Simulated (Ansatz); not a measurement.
Levels about the gap of amorphous Si$_{24}$O$_{51}$La$_{2}$ (77 atoms in a cell of 1170 Å³, 2.51 g/cm³; zone centre alone, so wide bands show as single levels with stretches between that a denser mesh fills), at the geometry that PBE relaxed, where it gives 1.6 GPa on a denser mesh. The participation number counts the atoms over which a state spreads; weights are charges in smoothed Voronoi cells. The levels come from a single point, so bond lengths are those of that geometry. Method of the levels: PBE, scalar-relativistic without spin-orbit coupling (Ansatz, an electronic-structure program). Sampling: the zone centre alone; Fermi-Dirac width 0.02 eV; no spin polarisation. At PBE the levels at the filled edge of the gap are localised (band-tail or defect states), and the nearest spread-out levels lie 5.4 eV apart at the zone centre.

It comes from a melt-quench run on a machine-learned potential (CHGNet), relaxed afterwards by DFT. O atoms were pushed apart under 1.9 Å during the dynamics, to hinder bonds among them. The hot cell started wider than the set density and was brought back towards it in steps. It is the lowest in DFT energy of 2 quenches. It is a model cell: composition and starting density were chosen by hand, and all elements were melted together. No dispersion term was used. Its density started from a set value of 2.51 and ended at 2.51 g/cm³. The quench (nominally 400 K/ps over its main leg) was far faster than any real one, so the model tends to hold more defects than a real film. Values belong to this one cell and scatter from quench to quench. The volume was held where the preparation left it and the shape relaxed, at a PBE pressure of 1.6 GPa. Stress components on the final sampling reach 1.6 GPa.

```
E - E(highest filled), eV  filling  participation number        largest on  weight La  weight O  weight Si
-------------------------  -------  --------------------  ----------------  ---------  --------  ---------
-0.55                       filled                   5.8   O, 2 neighbours       0.04      0.92       0.04
-0.47                       filled                   7.6   O, 2 neighbours       0.03      0.93       0.04
-0.37                       filled                   6.3   O, 2 neighbours       0.02      0.93       0.04
-0.26                       filled                   3.3   O, 2 neighbours       0.02      0.94       0.04
-0.22                       filled                   3.4   O, 2 neighbours       0.02      0.93       0.04
-0.12                       filled                   5.3   O, 2 neighbours       0.04      0.92       0.04
0.00                        filled                   2.9   O, 2 neighbours       0.02      0.94       0.04
4.44                         empty                  31.1  La, 6 neighbours       0.16      0.64       0.20
4.68                         empty                   1.1  La, 6 neighbours       0.95      0.05       0.00
4.72                         empty                   1.1  La, 6 neighbours       0.94      0.05       0.00
4.74                         empty                   1.2  La, 6 neighbours       0.91      0.08       0.01
4.77                         empty                   1.3  La, 6 neighbours       0.87      0.10       0.03
4.82                         empty                   1.2  La, 6 neighbours       0.91      0.08       0.01
4.90                         empty                   1.2  La, 6 neighbours       0.91      0.08       0.01
```

Most localised among these is the empty level at +4.68 eV, on a La atom, which has 6 neighbours (O 2.18 Å, O 2.28 Å, O 2.37 Å, O 2.67 Å, O 2.81 Å, O 2.83 Å).
